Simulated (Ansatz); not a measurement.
We consider GeSiO3 (model structure, started from the PbTiO3 type, P4mm, No. 99, 5 atoms in the cell), described by HSE06+SOC (plane waves, PAW; Ansatz, a quantum-chemistry and plane-wave program).

Run with plane-wave cutoff 460 eV, 6×6×6 k mesh, Fermi–Dirac smearing 0.01 eV, PAW data made under PBE.

Cell (relaxed with PBE-D3(BJ)):

```
GeO3Si
1.0
    3.42231     0.00000     0.00000
    0.00000     3.42231     0.00000
    0.00000     0.00000     4.45572
Si Ge O
1 1 3
Direct
  0.50000   0.50000   0.60443
  0.00000   0.00000   0.15210
  0.00000   0.50000   0.48308
  0.50000   0.00000   0.48308
  0.50000   0.50000   0.96752
```

Q: What does this level give for the band gap, smallest direct gap on the k points sampled and Γ–Γ gap?

A: 
* **band gap**: 2.97 eV (on the SCF k mesh) (indirect)
* **smallest direct gap on the k points sampled**: 3.54 eV
* **Γ–Γ gap**: 6.37 eV

Note: the relaxation could raise the start's symmetry but not lower it, so the cell can be a saddle point; cell and atoms aren't relaxed at this level (largest force component 0.49 eV/Å, pressure -4.0 GPa).

Computed values are for the static lattice.

It cost about 14 core-minutes (a rough figure) of CPU time.

A model structure was made by putting elements into a prototype or built by hand; it is no filed structure, need not be a known phase, and can be a saddle point held by its symmetry.
